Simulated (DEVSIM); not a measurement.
Device: Cr/SiO2/n-GaAs capacitor, at 300 K.

Layer 1 from the left is SiO2, thickness (nm) 1.20. Layer 2 from the left is GaAs, thickness (nm) 7100, Nd (cm⁻³) 8.3e15.

Metal gate on the left, work function 4.5 eV. Fixed charge at the semiconductor interface 0 cm⁻² (in units of +e); no interface traps.

Constants are typed, rounded textbook-type inputs, not results; the design itself was drawn at random and stands for no fabricated device. Values at 300 K.

SiO2: gap (eV) 9, affinity (eV) 0.9, permittivity 3.9. GaAs: gap (eV) 1.424, affinity (eV) 4.07, permittivity 12.9, Nc (cm⁻³) 4.7e17, Nv (cm⁻³) 9e18.

Model (solved in DEVSIM): 1D Poisson equation in equilibrium, Boltzmann statistics, complete ionisation; no quantum confinement or tunnelling. Metal contacts follow the ideal Schottky-Mott rule: no Fermi-level pinning, no interface dipoles.

What does the simulation give for the flat-band voltage, the minimum of the low-frequency capacitance, the threshold voltage (band bending 2φF)?

flat-band voltage 0.33 V; minimum of the low-frequency capacitance 0.0277 μF/cm²; threshold voltage (band bending 2φF) -0.83 V.
